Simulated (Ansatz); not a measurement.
CuAu3 (P6₃/mmc, No. 194, 8 atoms in the cell; start mp-1184004; a measured phase of this formula has another space group), treated with r²SCAN in Ansatz (PAW).

Numerical settings: plane-wave cutoff 560 eV, 12×12×12 k mesh, Fermi–Dirac smearing 0.05 eV, no spin polarisation, scalar-relativistic PAW data made under PBE.

Cell (relaxed at this level):

```
CELL_PARAMETERS angstrom
      5.63289     0.00000     0.00000
     -2.81644     4.87822     0.00000
      0.00000     0.00000     4.70040
ATOMIC_POSITIONS crystal
  Cu 0.66667 0.33333 0.25000
  Cu 0.33333 0.66667 0.75000
  Au 0.33861 0.16931 0.75000
  Au 0.66139 0.83069 0.25000
  Au 0.16931 0.33861 0.25000
  Au 0.83069 0.66139 0.75000
  Au 0.83069 0.16931 0.75000
  Au 0.16931 0.83069 0.25000
```

### Question
Give the computed bulk modulus B0.

### Answer

* **bulk modulus B0**: 152 GPa

Note: the run has no spin polarisation, so it can have missed a magnetic state; the bulk modulus is −V dP/dV from two relaxed cells at ±2 % in volume; the relaxation could not lower the start's symmetry, so the cell can be a saddle point above a distorted one.

Spin–orbit coupling is not included; it can shift volumes and moduli of such heavy elements.

Static lattice: no zero-point or thermal effects.

Computing time: very roughly 7 core-minutes.

A start named mp-… is a Materials Project structure, which need not be a measured phase.

Ansatz is a program for electronic structure.
